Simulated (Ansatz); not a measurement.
Take NaHF2 (space group R-3m, No. 166; a = 3.4268 Å, c = 13.7144 Å (hexagonal axes)) as the base.

Computed with Ansatz (a first-principles code), r2SCAN, PAW, cutoff 500 eV, no spin-orbit coupling, earlier PAW set.

One change was made to it. Results:

The gap character stays indirect, T → Γ; the shortest interatomic distance stays 1.135 Å; the band gap rises by 0.03 eV to 7.85 eV.

**Question.** Name the change that was made.
(A) pressure 3 GPa
(B) pressure 7.5 GPa
(C) pressure 0.3 GPa
(D) pressure −2 GPa

**Answer.** C, pressure 0.3 GPa. For comparison, the band gap in the other runs: pressure 7.5 GPa gives 8.41 eV; pressure 3 GPa gives 8.09 eV; pressure −2 GPa gives 7.58 eV.

Load acts through the strain it causes; cell and atoms are relaxed under it. No phonon test of stability was made. No other phases were tried under pressure.
